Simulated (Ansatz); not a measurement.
Partial pair distribution functions of a relaxed model of amorphous Ti$_{20}$O$_{42}$Sn, broadened by 0.06 Å; density 3.71 g/cm³. Level of theory: PBE, scalar-relativistic without spin-orbit coupling (plane waves to 420 eV, PAW; Ansatz, an electronic-structure program).

Preparation: random packing, a CHGNet melt and quench, and a DFT relaxation. O atoms were pushed apart under 1.9 Å during the dynamics, to hinder bonds among them. The hot cell started wider than the set density and was brought back towards it in steps. It is the lowest in DFT energy of 2 quenches. It is a model cell: composition and starting density were chosen by hand, and all elements were melted together. No dispersion term was used. Its density started from a set value of 3.73 and ended at 3.71 g/cm³. The simulated quench (nominally 360 K/ps over its main leg) is rapid and tends to freeze in more defects than a deposited or slowly cooled glass has. Values belong to this one cell and scatter from quench to quench. Volume and shape were free in the relaxation.

```json
[
 {"r (Å)": "1.55", "g Ti-O": "0.01", "g O-Sn": "0.00", "g Ti-Ti": "0.00", "g O-O": "0.00"},
 {"r (Å)": "1.65", "g Ti-O": "0.53", "g O-Sn": "0.00", "g Ti-Ti": "0.00", "g O-O": "0.00"},
 {"r (Å)": "1.75", "g Ti-O": "3.19", "g O-Sn": "0.00", "g Ti-Ti": "0.00", "g O-O": "0.00"},
 {"r (Å)": "1.85", "g Ti-O": "5.70", "g O-Sn": "0.33", "g Ti-Ti": "0.00", "g O-O": "0.00"},
 {"r (Å)": "1.95", "g Ti-O": "5.24", "g O-Sn": "6.20", "g Ti-Ti": "0.00", "g O-O": "0.00"},
 {"r (Å)": "2.05", "g Ti-O": "3.26", "g O-Sn": "8.05", "g Ti-Ti": "0.00", "g O-O": "0.00"},
 {"r (Å)": "2.15", "g Ti-O": "1.68", "g O-Sn": "2.72", "g Ti-Ti": "0.00", "g O-O": "0.00"},
 {"r (Å)": "2.25", "g Ti-O": "0.54", "g O-Sn": "0.57", "g Ti-Ti": "0.00", "g O-O": "0.02"},
 {"r (Å)": "2.35", "g Ti-O": "0.21", "g O-Sn": "0.01", "g Ti-Ti": "0.00", "g O-O": "0.20"},
 {"r (Å)": "2.45", "g Ti-O": "0.05", "g O-Sn": "0.00", "g Ti-Ti": "0.00", "g O-O": "0.77"},
 {"r (Å)": "2.55", "g Ti-O": "0.05", "g O-Sn": "0.00", "g Ti-Ti": "0.00", "g O-O": "1.81"},
 {"r (Å)": "2.65", "g Ti-O": "0.14", "g O-Sn": "0.00", "g Ti-Ti": "0.00", "g O-O": "2.55"},
 {"r (Å)": "2.75", "g Ti-O": "0.24", "g O-Sn": "0.00", "g Ti-Ti": "0.00", "g O-O": "2.68"},
 {"r (Å)": "2.85", "g Ti-O": "0.26", "g O-Sn": "0.00", "g Ti-Ti": "0.08", "g O-O": "2.56"},
 {"r (Å)": "2.95", "g Ti-O": "0.25", "g O-Sn": "0.00", "g Ti-Ti": "0.64", "g O-O": "2.05"},
 {"r (Å)": "3.05", "g Ti-O": "0.32", "g O-Sn": "0.00", "g Ti-Ti": "1.13", "g O-O": "1.63"},
 {"r (Å)": "3.15", "g Ti-O": "0.36", "g O-Sn": "0.00", "g Ti-Ti": "1.59", "g O-O": "1.26"},
 {"r (Å)": "3.25", "g Ti-O": "0.56", "g O-Sn": "0.08", "g Ti-Ti": "2.41", "g O-O": "1.13"},
 {"r (Å)": "3.35", "g Ti-O": "0.69", "g O-Sn": "0.76", "g Ti-Ti": "2.82", "g O-O": "0.90"},
 {"r (Å)": "3.45", "g Ti-O": "0.87", "g O-Sn": "0.45", "g Ti-Ti": "3.26", "g O-O": "0.70"},
 {"r (Å)": "3.55", "g Ti-O": "1.10", "g O-Sn": "0.36", "g Ti-Ti": "3.29", "g O-O": "0.90"},
 {"r (Å)": "3.65", "g Ti-O": "1.30", "g O-Sn": "1.44", "g Ti-Ti": "2.56", "g O-O": "0.78"},
 {"r (Å)": "3.75", "g Ti-O": "1.14", "g O-Sn": "1.55", "g Ti-Ti": "1.48", "g O-O": "0.77"},
 {"r (Å)": "3.85", "g Ti-O": "1.03", "g O-Sn": "0.84", "g Ti-Ti": "0.69", "g O-O": "0.73"},
 {"r (Å)": "3.95", "g Ti-O": "1.10", "g O-Sn": "0.95", "g Ti-Ti": "0.58", "g O-O": "0.70"},
 {"r (Å)": "4.05", "g Ti-O": "1.44", "g O-Sn": "1.77", "g Ti-Ti": "0.61", "g O-O": "0.57"},
 {"r (Å)": "4.15", "g Ti-O": "1.20", "g O-Sn": "2.21", "g Ti-Ti": "0.40", "g O-O": "0.60"},
 {"r (Å)": "4.25", "g Ti-O": "1.20", "g O-Sn": "2.52", "g Ti-Ti": "0.49", "g O-O": "0.47"},
 {"r (Å)": "4.35", "g Ti-O": "1.57", "g O-Sn": "2.14", "g Ti-Ti": "0.35", "g O-O": "0.67"},
 {"r (Å)": "4.45", "g Ti-O": "1.70", "g O-Sn": "0.65", "g Ti-Ti": "0.54", "g O-O": "0.90"},
 {"r (Å)": "4.55", "g Ti-O": "1.45", "g O-Sn": "0.74", "g Ti-Ti": "0.47", "g O-O": "0.75"}
]
```

Within 2.46 Å each Ti has 5.15 O neighbours on average.
